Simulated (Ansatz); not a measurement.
```yaml
crystal:
  lattice:
    - [3.89573, -0.00128, -0.04260]
    - [0.00006, 3.89418, 0.06928]
    - [-1.68193, -0.45908, 25.94352]
  atoms:
    - { symbol: Ga, position: [0.17275, 0.09365, 0.18195] }
    - { symbol: Ga, position: [0.61675, 0.59377, 0.07699] }
    - { symbol: Ga, position: [0.27857, 0.09394, 0.39434] }
    - { symbol: Ga, position: [0.72545, 0.59373, 0.28815] }
    - { symbol: Ga, position: [0.83133, 0.59378, 0.49934] }
    - { symbol: P, position: [0.14316, 0.59367, 0.12882] }
    - { symbol: P, position: [0.59469, 0.09381, 0.02018] }
    - { symbol: P, position: [0.25240, 0.59396, 0.34122] }
    - { symbol: P, position: [0.69954, 0.09374, 0.23502] }
    - { symbol: P, position: [0.36036, 0.59379, 0.55615] }
    - { symbol: P, position: [0.80574, 0.09380, 0.44741] }
    - { symbol: Rh, position: [0.42318, 0.59379, 0.68053] }
    - { symbol: Rh, position: [0.92247, 0.09380, 0.67910] }
    - { symbol: Rh, position: [0.88438, 0.59382, 0.60337] }
    - { symbol: Rh, position: [0.38518, 0.09383, 0.60498] }
    - { symbol: Rh, position: [0.49537, 0.59379, 0.82445] }
    - { symbol: Rh, position: [0.99623, 0.09377, 0.82516] }
    - { symbol: Rh, position: [0.95857, 0.59375, 0.75144] }
    - { symbol: Rh, position: [0.45924, 0.09379, 0.75200] }
    - { symbol: Rh, position: [0.57075, 0.59381, 0.97357] }
    - { symbol: Rh, position: [0.06946, 0.09382, 0.97138] }
    - { symbol: Rh, position: [0.03264, 0.59382, 0.89748] }
    - { symbol: Rh, position: [0.53144, 0.09380, 0.89597] }
```

The first 11 atoms are the substrate (GaP-zb), the rest the film (Rh).

Level of theory: PBE (plane waves to 420 eV, PAW; Ansatz, a program for electronic structure). Spin–orbit coupling is left out; the runs are not spin-polarised; PBE gaps are too small against experiment. Its k-point mesh 8×8×1, Fermi–Dirac width 0.05 eV.

Q: Describe the bonding at the interfaces and give the barriers.

A: A periodic stack without vacuum, fcc Rh (0 0 1) on zinc-blende GaP (0 0 1) (film strained to the substrate, started from cuts of the bulks and a machine-learned relaxation; slabs Ga5P6 and Rh12, which can lie off the formulas): substrate slab Ga5P6, film Rh12, surface cells [[1, 0], [1, 1]] and [[0, -1], [2, 1]], film strained by +1.7 and +1.7 %, outermost planes P/P and Rh/Rh as cut, which need not be the usual terminations and can put a slab off its formula.
- interface area: 15.2 Å²
- period: 25.93 Å
- heights between the nearest atoms of the two slabs at the two interfaces: 1.22 and 1.21 Å
- P–Rh contacts across the interfaces within 1.22 times the sum of covalent radii: 8, mean 2.31 Å
- Ga–Rh contacts across the interfaces within 1.22 times the sum of covalent radii: 2, mean 2.69 Å
- hole barrier (PBE): 0.97 eV
- electron barrier (PBE): 0.60 eV
